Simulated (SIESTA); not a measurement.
Worked example: self-consistent single point of Ag (P6_3/mmc, 2 atoms in the cell) in SIESTA.

Computed with GGA PBEsol, numerical atomic orbitals DZP, PseudoDojo PBEsol standard norm-conserving potentials (rewritten from UPF to PSML) (SIESTA).

```yaml
crystal:
  lattice:
    - [2.93000, 0.00000, 0.00000]
    - [-1.46500, 2.53745, 0.00000]
    - [0.00000, 0.00000, 4.79000]
  atoms:
    - { symbol: Ag, position: [0.33333, 0.66667, 0.25000] }
    - { symbol: Ag, position: [0.66667, 0.33333, 0.75000] }
```

Reference input (self-consistent single point, DFT, GGA PBEsol, numerical atomic orbitals DZP, PseudoDojo PBEsol standard norm-conserving potentials (rewritten from UPF to PSML)): XC.functional = GGA; XC.authors = PBEsol; potentials = PseudoDojo PBEsol standard; PAO.BasisSize = DZP; PAO.EnergyShift = 0.01 Ry; MeshCutoff = 350 Ry; kgrid.MonkhorstPack = 10 10 6; OccupationFunction = FD; ElectronicTemperature = 1160.45 K; MaxSCFIterations = 150; SCF.Mixer.Method = Pulay; SCF.Mixer.Weight = 0.25. This run's input differs from it in these lines:

```diff
@@ -27,5 +27,5 @@
 %block kgrid.MonkhorstPack
-   10   0   0  0.0
-    0  10   0  0.0
-    0   0   6  0.0
+   31   0   0  0.0
+    0  31   0  0.0
+    0   0  17  0.0
 %endblock kgrid.MonkhorstPack
```

The program printed (abridged):

```
        iscf     Eharris(eV)        E_KS(eV)     FreeEng(eV)     dDmax    Ef(eV) dHmax(eV)
   scf:    1    -8397.675982    -8418.085688    -8418.110204  1.260855 -0.442095 13.665275
   scf:    2    -8432.448453    -8426.712445    -8426.732791  0.739732 -1.689818  4.336597
   scf:    3    -8428.005261    -8427.597618    -8427.615998  0.235924 -2.126735  0.328927
   scf:    4    -8427.577159    -8427.593406    -8427.611536  0.030325 -2.242734  0.370539
   scf:    5    -8427.603352    -8427.600842    -8427.619190  0.028732 -2.236732  0.012946
   scf:    6    -8427.600852    -8427.600847    -8427.619193  0.000498 -2.235007  0.013673
   scf:    7    -8427.600874    -8427.600864    -8427.619202  0.000881 -2.236321  0.000931
   scf:    8    -8427.600863    -8427.600863    -8427.619202  0.000052 -2.236217  0.000027
SCF Convergence by DM+H criterion
max |DM_out - DM_in|         :     0.0000523196
max |H_out - H_in|      (eV) :     0.0000265480
SCF cycle converged after 8 iterations

Using DM_out to compute the final energy and forces

siesta: E_KS(eV) =            -8427.6009

siesta: E_KS - E_eggbox =     -8427.6009

siesta: Atomic forces (eV/Ang):
     1    0.000020   -0.000011    0.000000
     2   -0.000020    0.000011    0.000000
   Tot   -0.000000    0.000000    0.000000
   Max    0.000020
   Res    0.000013    sqrt( Sum f_i^2 / 3N )
   Max    0.000020    constrained

Stress tensor Voigt[x,y,z,yz,xz,xy] (kbar):       75.16       75.35       79.24        0.00        0.00        0.17
(Free)E + p*V (eV/cell)    -8429.3214
Target enthalpy (eV/cell)    -8427.6192

siesta: Program's energy decomposition (eV):
siesta: FreeEng =     -8427.619202

   [... lines left out ...]
siesta:     0.046909    0.000103    0.000000
siesta:     0.000103    0.047028    0.000000
siesta:     0.000000    0.000000    0.049457

siesta: Cell volume =         35.612406 Ang**3

siesta: Pressure (static):
siesta:                Solid            Molecule  Units
siesta:          -0.00052059         -0.00052058  Ry/Bohr**3
siesta:          -0.04779816         -0.04779780  eV/Ang**3
siesta:         -76.58109165        -76.58051682  kBar
```

The run converged in 8 iterations. Against the reference run the free energy drops by 4.4 meV/atom and the pressure goes from -7.46 to -7.66 GPa.

The starting cell comes from a database of published, mostly measured structures (it also holds non-ambient and calculated ones), without a prior relaxation at this level. Values carry the incompleteness of an atom-centred basis. With a pressure of about -8 GPa the cell is away from its equilibrium volume at this level.

Cost on one core of a shared machine: roughly 4 min.
